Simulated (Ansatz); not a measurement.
The starting structures come from a database of crystals and need not be the phases stable at ambient conditions.

Inside the gap of an insulator the Bloch states are evanescent, with a wavenumber k + iκ along the transport direction.

```
CELL_PARAMETERS angstrom
      8.01659    -0.05548    -0.05126
      0.63198     7.99183    -0.05126
      3.09351     2.83876     2.62280
ATOMIC_POSITIONS crystal
  Tl 0.33333 0.66667 0.29389
  Tl 0.66667 0.33333 0.70611
  Sn 0.00000 0.00000 0.00000
  F  0.15346 0.84654 0.77765
  F  0.84654 0.15346 0.22235
  F  0.15346 0.30692 0.31727
  F  0.84654 0.69308 0.68273
  F  0.69308 0.84654 0.23802
  F  0.30692 0.15346 0.76198
```

Space group of this cell: P-3m1. The cell was relaxed by PBE-D3(BJ); by r2SCAN its mean pressure is -4.0 GPa.

Transport runs along the normal of the first two printed cell vectors, the (111) plane of the conventional cell.

No gap correction and no spin-orbit coupling; mid-gap values are interpolated between computed energies.

Problem. Compute, with Ansatz (a program for electronic structure) with r2SCAN, the band gap and the smallest decay constant κ at mid-gap.

Solution. Gap 5.04 eV on a 12×12×12 mesh; κ = 0.437 1/Å, at (0.250, 0.250) of the in-plane reciprocal vectors. At the zone centre, at the nearest computed energy, the slowest state has κ = 0.48 1/Å.
